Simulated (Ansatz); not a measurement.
Where the default PAW files enter, the runs use the earlier of Ansatz's two default sets.

Inside the gap of an insulator the Bloch states are evanescent, with a wavenumber k + iκ along the transport direction.

Here is the system:

```
CELL_PARAMETERS angstrom
      5.13396     0.00000     0.00000
      2.56698     4.44614     0.00000
      2.56698     1.48205     4.60543
ATOMIC_POSITIONS crystal
  Li 0.71678 0.71678 0.84966
  Li 0.21678 0.21678 0.34966
  Ta 0.00054 0.00054 0.99837
  Ta 0.50054 0.50054 0.49837
  O  0.13327 0.38569 0.70551
  O  0.38569 0.77553 0.70551
  O  0.77553 0.13327 0.70551
  O  0.27553 0.88569 0.20551
  O  0.63327 0.27553 0.20551
  O  0.88569 0.63327 0.20551
```

Space group of this cell: R3c. The cell is taken as given; by LDA its mean pressure is -6.8 GPa.

Transport runs along the normal of the first two printed cell vectors, the (001) plane of the conventional cell.

The gap is the functional's own, uncorrected, and κ follows it; spin-orbit coupling is left out. Mid-gap values are interpolated between the computed energies.

### Question
Predict the band gap and the smallest decay constant κ at mid-gap from LDA run with Ansatz (a quantum-chemistry and plane-wave program).

### Answer
Gap 3.78 eV on a 8×8×8 mesh; κ = 0.383 1/Å, at (0.083, 0.000) of the in-plane reciprocal vectors. At the zone centre, at the nearest computed energy, the slowest state has κ = 0.40 1/Å.
